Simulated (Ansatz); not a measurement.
Base system: ZnS in the zinc blende structure (space group F-43m, No. 216; a = 5.389 Å). Axes: x, y, z lie along the cube axes.

Calculations: Kohn–Sham DFT with the r2SCAN functional, run in Ansatz (a first-principles code) with PAW and 500 eV plane waves, no SOC.

Strains are applied to the cell and any free atomic positions relax.

One change was made to it. Results:

The pressure (mean of the normal stresses, compression positive) goes from zero to 0.40 GPa; the band gap rises by 0.01 eV to 2.71 eV; the valence-band top at Γ (three highest levels, from the VBM) changes from 0.00, 0.00, 0.00 eV to 0.00, -0.02, -0.02 eV; the shortest interatomic distance shrinks by 0.0073 bohr to 4.402 bohr.

Q: Which change produced these results?
A) uniaxial strain ε_zz = −0.50 %
B) uniaxial strain ε_zz = −3.00 %
C) uniaxial strain ε_zz = −2.50 %

A: A, uniaxial strain ε_zz = −0.50 %. For comparison, the band gap in the other runs: uniaxial strain ε_zz = −3.00 % gives 2.77 eV; uniaxial strain ε_zz = −2.50 % gives 2.76 eV.

Whether these cells are dynamically stable was not tested.
